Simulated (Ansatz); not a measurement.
**ZnO, pressure series**

The parent structure is ZnO in the wurtzite structure (space group P6_3mc, No. 186).

```xyz
4
Lattice="3.1869 0.0000 0.0000 -1.5935 2.7600 0.0000 0.0000 0.0000 5.1526" Properties=species:S:1:pos:R:3 pbc="T T T"
Zn     0.0000     1.8400     0.0092
Zn     1.5935     0.9200     2.5855
O      0.0000     1.8400     1.9590
O      1.5935     0.9200     4.5353
```

Cell and atoms are relaxed at each pressure.

All numbers come from Kohn–Sham DFT with the LDA functional, run in Ansatz (a program for electronic structure) with PAW and 420 eV plane waves, spin-orbit coupling left out.

Candidates:
(a) pressure −2 GPa
(b) pressure 0.9 GPa
(c) pressure 9 GPa
(d) pressure 22.5 GPa
(e) pressure 4.5 GPa

Base values:

| Property | Result |
|---|---|
| Width of the top valence band | 1.93 eV |

Problem. Order them by width of the top valence band, highest first.

Solution. (d) pressure 22.5 GPa (2.23 eV), (c) pressure 9 GPa (2.05 eV), (e) pressure 4.5 GPa (2.00 eV), (b) pressure 0.9 GPa (1.95 eV), (a) pressure −2 GPa (1.90 eV)

The levels and masses belong to the bands next to the band gap. Load acts through the strain it causes; cell and atoms are relaxed under it. Stability against distortions was not tested. Measured, ZnO leaves this structure (for rock salt) near 9.1 GPa (temperature not stated; as listed in Datta, Sujoy, Jana, Debnarayan, arXiv (2020)), on rising pressure, with hysteresis.
